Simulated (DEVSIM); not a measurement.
Device: TaN/SiON/p-GaAs capacitor, at 300 K.

```tsv
layer (left to right)	material	thickness (nm)	Na (cm⁻³)
1	SiON	2.50	-
2	GaAs	1200	2.8e17
```

Metal gate on the left, work function 4.4 eV. Fixed charge at the semiconductor interface 0 cm⁻² (in units of +e); no interface traps.

Constants are typed, rounded textbook-type inputs, not results; the design itself was drawn at random and stands for no fabricated device. Values at 300 K; Nc and Nv go as T^1.5, mobilities as T to minus their exponent, the gap by Varshni's rule with the affinity fixed.

| parameter | SiON | GaAs |
|---|---|---|
| gap (eV) | 7 | 1.424 |
| affinity (eV) | 1.4 | 4.07 |
| permittivity | 5.5 | 12.9 |
| Nc (cm⁻³) | - | 4.7e17 |
| Nv (cm⁻³) | - | 9e18 |
| Varshni α (eV/K) | - | 0.000541 |
| Varshni β (K) | - | 204 |

DEVSIM, 1D Poisson equation in equilibrium, Boltzmann statistics, complete ionisation; no quantum confinement or tunnelling. Metal contacts follow the ideal Schottky-Mott rule: no Fermi-level pinning, no interface dipoles.

The temperature was swept, all else fixed.

```
temperature (K)  minimum of the low-frequency capacitance (μF/cm²)  flat-band voltage (V)
---------------  -------------------------------------------------  ---------------------
250                                                            ___                  -1.05
300                                                          0.139                  -1.00
350                                                          0.144                  -0.96
400                                                          0.148                  -0.91
450                                                          0.153                  -0.86
500                                                          0.161                  -0.82
```

Problem. What belongs in the gaps?

Solution. 
- 250, minimum of the low-frequency capacitance (μF/cm²): 0.135
